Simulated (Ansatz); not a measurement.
Cells marked so need not be the phases stable at ambient conditions, and some may be hypothetical.

No gap correction and no spin-orbit coupling; mid-gap values are interpolated between computed energies.

A. CsGeCl3 (R3m, not sure to be the ambient phase, 5 atoms a cell, 32.6 Å³ an atom), along the normal of (001)
B. CaHI (P4/nmm, not sure to be the ambient phase, 6 atoms a cell, 22.7 Å³ an atom, 2 GPa at this level), along the normal of (111)
C. CdTeMoO6 (P-42_1m, not sure to be the ambient phase, 18 atoms a cell, 14.2 Å³ an atom, -2 GPa at this level), along the normal of (100)

Question: Put the candidates in order of mid-gap decay constant of the slowest evanescent state, highest first, for r2SCAN (Ansatz, an electronic-structure program).

Answer: C (0.40 1/Å), B (0.35 1/Å), A (0.21 1/Å)
